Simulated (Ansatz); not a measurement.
Functionals compared on NH3 on the 1x1 (110) surface of 3C silicon carbide (cut with top plane C + Si), one in a 2x2 cell, started at the site 'bridge C-Si (span 3.9 Å)', in Ansatz (plane waves, PAW). The structure was relaxed with PBE; the other rows are single points on it, each with its references at the same level. Cutoff 420 eV (500 eV for r2SCAN). HSE06 used the coarser mesh 3x2x1.

Host crystal: 3C silicon carbide, with a band gap (PBE, scalar-relativistic without spin-orbit coupling).

Set-up: 52 atoms, 7.7 Å thick at the start under the adsorbate (thin: gaps and levels are the slab's own); mesh 3x3x1; 0.01 eV smearing; dipole correction on; 24 atoms held, the rest relaxed; no symmetry held; no spin, no spin-orbit, no U, no dispersion correction. At the end it is bonded to Si. In PBE it is, or lies within 0.03 eV of, the lowest of the starts that converged. These notes are the PBE run's. Adsorption energies are against NH3(g). A negative adsorption energy means that the adsorbate is more stable on the surface than in its reference.

| functional | adsorption energy (eV) | rough cost of the single point |
|---|---|---|
| PBE | -1.90 | – |
| RPBE | -1.57 | very roughly 2.9 core-minutes |
| r2SCAN | ___ | roughly 5 core-minutes |
| HSE06 | -2.03 | around 60 core-minutes (rough) |

Q: What belongs in the gaps?

A: 
- r2SCAN, adsorption energy (eV): -2.11

Ansatz is a quantum-chemistry and plane-wave program.
